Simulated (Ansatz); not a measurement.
SnO$_{2}$ (P4_2/mnm): ε∞ = 4.543, static ε₀ = 12.02, effective LO energy 64.8 meV, electron mass 0.219 mₑ (band masses from r2SCAN, rigid bands (Ansatz, a first-principles code), cell and atoms relaxed with PBEsol; dielectric constants and zone-centre modes from LDA (Ansatz) on its own relaxed cell).

Q: Work out the Fröhlich coupling α = (1/ε∞ − 1/ε₀) √(m Ry/ħω_LO) and what it means for transport at 300 K.

A: 1/ε∞ − 1/ε₀ = 0.137 and √(m × 13.606 eV/ħω) = 6.79, so α = 0.930; in weak coupling the polaron mass is about m(1 + α/6). By the iterated Boltzmann equation for weak coupling, the polar-phonon-limited mobility is 490 cm²/(V·s) at 300 K (2000 at 200 K, 230 at 400 K).

Model: isotropic Fröhlich coupling of one parabolic band to one effective longitudinal optical (LO) phonon, from the dielectric constants and phonon modes at the zone centre, chosen so that α equals the sum over the polar modes. Acoustic, nonpolar, intervalley and impurity scattering are left out, and they lower the mobility further; with several valleys or bands the averaged mass is a rough stand-in. Semilocal functionals tend to overestimate ε∞, which makes α low and the mobility high.
